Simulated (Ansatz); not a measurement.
The starting structures come from a database of crystals and need not be the phases stable at ambient conditions.

Data:

```
O2Te
1.0
    4.40728     0.00000     0.00000
    0.00000     4.87096     0.00000
    0.00000     0.00000     8.72851
Te O
4 8
Cartesian
  2.74675   4.72551   5.25692
  3.86417   0.14545   0.89266
  0.54311   2.58093   3.47159
  1.66053   2.29003   7.83585
  1.00653   4.17704   4.70554
  1.19711   0.69392   0.34128
  3.21017   3.12940   4.02297
  3.40075   1.74156   8.38723
  3.64945   1.18179   2.42094
  2.96147   3.68917   6.78519
  1.44581   1.25369   6.30757
  0.75783   3.61727   1.94332
```

Space group of this cell: P2_12_12_1. The cell is taken as given; by r2SCAN its mean pressure is 0.5 GPa.

Transport runs along the normal of the first two printed cell vectors.

No gap correction and no spin-orbit coupling; mid-gap values are interpolated between computed energies.

Question: Predict the band gap and the smallest decay constant κ at mid-gap from r2SCAN (Ansatz, a program for electronic structure).

Answer: Gap 3.51 eV on a 8×6×4 mesh; κ = 0.360 1/Å, at the zone centre.
